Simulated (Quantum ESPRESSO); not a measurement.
A series of runs on Ba (Im-3m, 1 atom in the cell)

```yaml
crystal:
  lattice:
    - [-2.47235, 2.47235, 2.47235]
    - [2.47235, -2.47235, 2.47235]
    - [2.47235, 2.47235, -2.47235]
  atoms:
    - { symbol: Ba, position: [0.00000, 0.00000, 0.00000] }
```

Base run A: PBE, SSSP 1.1.2 efficiency (PBE) pseudopotentials in Quantum ESPRESSO, self-consistent single point.

Its settings: ecutwfc = 45 Ry; ecutrho = 360 Ry; occupations = smearing; smearing = marzari-vanderbilt; degauss = 0.0099958 Ry; potentials = {Ba: Ba.pbe-spn-kjpaw_psl.1.0.0.UPF}; K_POINTS = automatic 6 6 6 0 0 0; conv_thr = 1e-08 Ry; mixing_beta = 0.3.

The starting cell has typed, rounded lattice constants, without a prior relaxation at this level. Its lattice was rescaled by a random factor within 2.5 % of one.

Runs:
- B: ecutwfc: 45 Ry → 60 Ry; ecutrho: 360 Ry → default; pseudopotentials: {Ba: Ba.pbe-spn-kjpaw_psl.1.0.0.UPF} → {Ba: Ba.upf}; noncolin: default → true; lspinorb: default → true [PBE, spin-orbit coupling]
- C: ecutwfc: 45 Ry → 60 Ry; ecutrho: 360 Ry → default; pseudopotentials: {Ba: Ba.pbe-spn-kjpaw_psl.1.0.0.UPF} → {Ba: Ba.upf}
- D: ecutwfc: 45 Ry → 60 Ry; ecutrho: 360 Ry → default; pseudopotentials: {Ba: Ba.pbe-spn-kjpaw_psl.1.0.0.UPF} → {Ba: Ba.upf}; noncolin: default → true; lspinorb: default → true; input_dft: default → pz [LDA (PZ), spin-orbit coupling]

Question: What does run D change against A?

Answer: The pressure goes from 0.56 to -1.00 GPa.

| run | pressure (GPa) |
|---|---|
| A | 0.56 |
| B | 0.50 |
| C | 0.55 |
| D | -1.00 |
